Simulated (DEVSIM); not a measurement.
Device: Schottky contact on n-type Si, at 350 K.

| layer (left to right) | material | thickness (μm) | Nd (cm⁻³) | τn (s) | τp (s) |
|---|---|---|---|---|---|
| 1 | Si | 4.10 | 8.5e16 | 1.6e-7 | 4.8e-8 |
| 2 | Si | 34.0 | 5.2e17 | 1.6e-7 | 1.6e-7 |

Left contact: Schottky, work function 4.73 eV, emission velocity 3.5e6 cm/s. Right contact: ohmic. Voltage is applied to the left contact. Recombination: SRH at mid-gap, radiative. Mobility is μmin + (μ − μmin)/(1 + (N/Nref)^α).

Constants are typed, rounded textbook-type inputs, not results; the design itself was drawn at random and stands for no fabricated device. Values at 300 K; Nc and Nv go as T^1.5, mobilities as T to minus their exponent, the gap by Varshni's rule with the affinity fixed.

```csv
parameter,Si
gap (eV),1.124
affinity (eV),4.05
permittivity,11.7
Nc (cm⁻³),2.86e19
Nv (cm⁻³),3.1e19
μn (cm²/Vs),1417
μp (cm²/Vs),470
"μn,min",52
"μp,min",45
"Nref,n",9.7e16
"Nref,p",2.2e17
αn,0.68
αp,0.72
T exponent of μn,2.3
T exponent of μp,2.2
B (cm³/s),4.7e-15
Varshni α (eV/K),0.000473
Varshni β (K),636
```

Model (solved in DEVSIM): 1D drift-diffusion, Boltzmann statistics, complete ionisation; no tunnelling, impact ionisation, image-force lowering or self-heating. Metal contacts follow the ideal Schottky-Mott rule: no Fermi-level pinning, no interface dipoles.

Question: Tabulate band edges, carrier densities and field at zero bias.

Answer: Energies count from the Fermi level of the right contact; mesh points crowd at the junctions.

```json
[
 {"x (μm)": "0.000", "Ec (eV)": "0.680", "Ev (eV)": "-0.431", "n (cm⁻³)": "5.8e9", "p (cm⁻³)": "2.5e13", "field (V/cm)": "-110000"},
 {"x (μm)": "0.03967", "Ec (eV)": "0.344", "Ev (eV)": "-0.767", "n (cm⁻³)": "4.1e14", "p (cm⁻³)": "3.5e8", "field (V/cm)": "-59000"},
 {"x (μm)": "0.1374", "Ec (eV)": "0.183", "Ev (eV)": "-0.928", "n (cm⁻³)": "8.3e16", "p (cm⁻³)": "1700000", "field (V/cm)": "-410"},
 {"x (μm)": "0.4015", "Ec (eV)": "0.182", "Ev (eV)": "-0.928", "n (cm⁻³)": "8.5e16", "p (cm⁻³)": "1700000", "field (V/cm)": "≈ 0"},
 {"x (μm)": "1.462", "Ec (eV)": "0.182", "Ev (eV)": "-0.928", "n (cm⁻³)": "8.5e16", "p (cm⁻³)": "1700000", "field (V/cm)": "≈ 0"},
 {"x (μm)": "2.992", "Ec (eV)": "0.182", "Ev (eV)": "-0.928", "n (cm⁻³)": "8.5e16", "p (cm⁻³)": "1700000", "field (V/cm)": "≈ 0"},
 {"x (μm)": "3.694", "Ec (eV)": "0.182", "Ev (eV)": "-0.928", "n (cm⁻³)": "8.5e16", "p (cm⁻³)": "1700000", "field (V/cm)": "≈ 0"},
 {"x (μm)": "4.001", "Ec (eV)": "0.182", "Ev (eV)": "-0.928", "n (cm⁻³)": "8.5e16", "p (cm⁻³)": "1700000", "field (V/cm)": "-29"},
 {"x (μm)": "4.077", "Ec (eV)": "0.176", "Ev (eV)": "-0.935", "n (cm⁻³)": "1.1e17", "p (cm⁻³)": "1300000", "field (V/cm)": "-4700"},
 {"x (μm)": "4.108", "Ec (eV)": "0.133", "Ev (eV)": "-0.977", "n (cm⁻³)": "4.3e17", "p (cm⁻³)": "330000", "field (V/cm)": "-9000"},
 {"x (μm)": "4.158", "Ec (eV)": "0.128", "Ev (eV)": "-0.983", "n (cm⁻³)": "5.2e17", "p (cm⁻³)": "270000", "field (V/cm)": "≈ 0"},
 {"x (μm)": "4.377", "Ec (eV)": "0.128", "Ev (eV)": "-0.983", "n (cm⁻³)": "5.2e17", "p (cm⁻³)": "270000", "field (V/cm)": "≈ 0"},
 {"x (μm)": "4.844", "Ec (eV)": "0.128", "Ev (eV)": "-0.983", "n (cm⁻³)": "5.2e17", "p (cm⁻³)": "270000", "field (V/cm)": "≈ 0"},
 {"x (μm)": "6.120", "Ec (eV)": "0.128", "Ev (eV)": "-0.983", "n (cm⁻³)": "5.2e17", "p (cm⁻³)": "270000", "field (V/cm)": "≈ 0"},
 {"x (μm)": "11.61", "Ec (eV)": "0.128", "Ev (eV)": "-0.983", "n (cm⁻³)": "5.2e17", "p (cm⁻³)": "270000", "field (V/cm)": "≈ 0"},
 {"x (μm)": "23.06", "Ec (eV)": "0.128", "Ev (eV)": "-0.983", "n (cm⁻³)": "5.2e17", "p (cm⁻³)": "270000", "field (V/cm)": "≈ 0"},
 {"x (μm)": "32.46", "Ec (eV)": "0.128", "Ev (eV)": "-0.983", "n (cm⁻³)": "5.2e17", "p (cm⁻³)": "270000", "field (V/cm)": "≈ 0"},
 {"x (μm)": "35.99", "Ec (eV)": "0.128", "Ev (eV)": "-0.983", "n (cm⁻³)": "5.2e17", "p (cm⁻³)": "270000", "field (V/cm)": "≈ 0"},
 {"x (μm)": "37.52", "Ec (eV)": "0.128", "Ev (eV)": "-0.983", "n (cm⁻³)": "5.2e17", "p (cm⁻³)": "270000", "field (V/cm)": "≈ 0"},
 {"x (μm)": "37.90", "Ec (eV)": "0.128", "Ev (eV)": "-0.983", "n (cm⁻³)": "5.2e17", "p (cm⁻³)": "270000", "field (V/cm)": "≈ 0"},
 {"x (μm)": "38.03", "Ec (eV)": "0.128", "Ev (eV)": "-0.983", "n (cm⁻³)": "5.2e17", "p (cm⁻³)": "270000", "field (V/cm)": "≈ 0"},
 {"x (μm)": "38.10", "Ec (eV)": "0.128", "Ev (eV)": "-0.983", "n (cm⁻³)": "5.2e17", "p (cm⁻³)": "270000", "field (V/cm)": "≈ 0"}
]
```
